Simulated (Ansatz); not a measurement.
Start from PbS in the rock salt structure (space group Fm-3m, No. 225; a = 6.009 Å).

All numbers come from Ansatz (a program for electronic structure), PBE, PAW, cutoff 420 eV, no spin-orbit coupling.

One change was made to it. Results:

The lattice parameter a decreases by 0.8345 Å to 5.174 Å; the band gap becomes zero (base: 0.49 eV).

Problem. Which change produced these results?
A. pressure 60 GPa
B. pressure 18 GPa
C. pressure 9 GPa

Solution. A, pressure 60 GPa. For comparison, the lattice parameter a in the other runs: pressure 18 GPa gives 5.591 Å; pressure 9 GPa gives 5.754 Å.

The mesh was chosen for an insulator and is coarse for the gapless case. Spin-orbit coupling, missing from the scalar runs, can matter with Pb. Load acts through the strain it causes; cell and atoms are relaxed under it. No phonon test of stability was made. No other phases were tried under pressure. The final runs are not spin-polarised. Gaps under 0.05 eV, about the width of the smearing, are given as zero. The zero or small gap of PbS under pressure 60 GPa, PbS under pressure 18 GPa and PbS under pressure 9 GPa can change with the level of theory.
